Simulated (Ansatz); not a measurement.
Base system: BAs in the zinc blende structure (space group F-43m, No. 216; a = 4.784 Å).

Levels (all Ansatz, a first-principles code, PAW): r2SCAN (500 eV, no SOC); HSE06 (420 eV, scalar-relativistic without spin-orbit coupling).

Its gap is 1.38 eV with r2SCAN and 1.83 eV with HSE06.

Now apply this change: full substitution B → Ga, then cell and atoms are relaxed.

With r2SCAN the gap becomes 0.96 eV.

### Question
If the HSE06 correction stayed the same, what would the HSE06 gap be, and what does the HSE06 run give?

### Answer
A rigid correction of +0.45 eV gives 1.41 eV. The HSE06 run gives 1.36 eV, so the correction itself changes by -0.05 eV.

Single points use the geometry relaxed with r2SCAN. HSE06 gaps are upper bounds (no full band path). Stability against distortions was not tested.
